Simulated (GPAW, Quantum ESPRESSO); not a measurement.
A Quantum ESPRESSO input for a self-consistent single point of La (P6_3/mmc, 4 atoms in the cell) (DFT, PBE, plane waves, GBRV 1.5 ultrasoft (PBE) pseudopotentials):

```fortran
&control
 calculation = 'scf',
 outdir = './tmp/',
 pseudo_dir = './',
 tprnfor = .true.,
 tstress = .true.,
/
&system
 ibrav = 0,
 nat = 4,
 ntyp = 1,
 ecutwfc = 40,
 ecutrho = 200,
 occupations = 'smearing',
 smearing = 'fermi-dirac',
 degauss = 0.0073499,
/
&electrons
 conv_thr = 1.0e-11,
 mixing_beta = 0.4,
/
ATOMIC_SPECIES
La   138.9055  la_pbe_v1.uspp.F.UPF
ATOMIC_POSITIONS crystal
La    0.00000000    0.00000000    0.50000000
La    0.00000000    0.00000000    0.00000000
La    0.33333333    0.66666667    0.25000000
La    0.66666667    0.33333333    0.75000000
K_POINTS automatic
7 7 2  0 0 0
CELL_PARAMETERS angstrom
   1.84729987    -3.19961723     0.00000000
   1.84729987     3.19961723     0.00000000
   0.00000000     0.00000000    11.91680000
```

Give the GPAW input for the same structure, mesh, smearing and functional.

This is the input that was run; spellings and numerical settings could be chosen otherwise.

```python
from ase import Atoms
from ase.units import GPa
from gpaw import GPAW, PW, FermiDirac

atoms = Atoms(['La', 'La', 'La', 'La'],
              cell=[[1.847300, -3.199617, 0.000000],
                    [1.847300, 3.199617, 0.000000],
                    [0.000000, 0.000000, 11.916800]],
              positions=[[0.000000, 0.000000, 5.958400],
                         [0.000000, 0.000000, 0.000000],
                         [1.847300, 1.066539, 2.979200],
                         [1.847300, -1.066539, 8.937600]],
              pbc=True)

calc = GPAW(mode=PW(850),
            xc='PBE',
            kpts={'size': (7, 7, 2), 'gamma': True},
            occupations=FermiDirac(0.1),
            nbands=-10,
            convergence={'density': 1e-05, 'energy': 1e-05},
            symmetry={'symmorphic': False, 'tolerance': 0.0005},
            maxiter=100,
            txt='-')

atoms.calc = calc

energy = atoms.get_potential_energy()
print('Energy (eV):', round(energy, 6))
forces = atoms.get_forces()
print('Forces (eV/Ang):')
print(forces.round(5))
stress = atoms.get_stress()
print('Stress (GPa, Voigt):', (stress / GPa).round(4))
```

Basis, cutoffs, solver keys and any potentials are the target program's own. This input uses DFT PBE, plane waves, GPAW PAW datasets PBE (gpaw-data 1.0.1). Both were run: pressure 1.68 GPa in Quantum ESPRESSO and 1.58 in GPAW.

On GPAW: the starting cell has typed, rounded lattice constants, without a prior relaxation at this level. For this run, on top of that: lattice scaled by 0.98.

On Quantum ESPRESSO: the starting cell has typed, rounded lattice constants, without a prior relaxation at this level. For this run, on top of that: lattice scaled by 0.98.
